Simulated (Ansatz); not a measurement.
Base system: SrTiO3 in the cubic perovskite structure (space group Pm-3m, No. 221; a = 3.936 Å). Axes: x, y, z lie along the cube axes.

The values are results of PBE (Ansatz, an electronic-structure program), spin-orbit coupling left out, not measurements.

The change: the cell is scaled by 1.0300 in all directions, atoms relaxed at fixed cell.

Task: Predict the stress tensor and what it implies for the stiffness.

Result: Stress of the strained cell less that of the base (GPa, compression positive):
```
 -12.43    0.00    0.00
   0.00  -12.43    0.00
   0.00    0.00  -12.43
```

Then B = −ΔP/(ΔV/V₀) with ΔV/V₀ = 0.0927 gives secant stiffness values (nonlinear terms included at this strain): B ≈ 134 GPa.

As a check, the harmonic strain energy −½ V₀ Δσ:ε is 43 meV/atom; the computed energy rise is 47 meV/atom.

Whether these cells are dynamically stable was not tested. The final runs are not spin-polarised. Many cubic perovskites are stable only at high temperature; tilts and polar distortions were not tested.
